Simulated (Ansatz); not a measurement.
How the equilibrium volume per atom of Mo2Si (model structure, started from the Ni2In type, P6₃/mmc, No. 194, 6 atoms in the cell) moves with the method

No measured value is used here.

| level (code) | value (Å³/atom) |
|---|---|
| PBE (Ansatz) | 14.69 |
| PBEsol (Ansatz) | 14.29 |
| PBE-D3(BJ) (Ansatz) | ? |

Question: Some entries are withheld; supply them.

Answer: 
- PBE-D3(BJ) (Ansatz, an electronic-structure program), value (Å³/atom): 14.24

Ansatz's density-functional and Hartree–Fock values are scalar-relativistic unless marked +SOC, with PAW data made under PBE.

A model structure was made by putting elements into a prototype or built by hand; it is no filed structure, need not be a known phase, and can be a saddle point held by its symmetry.
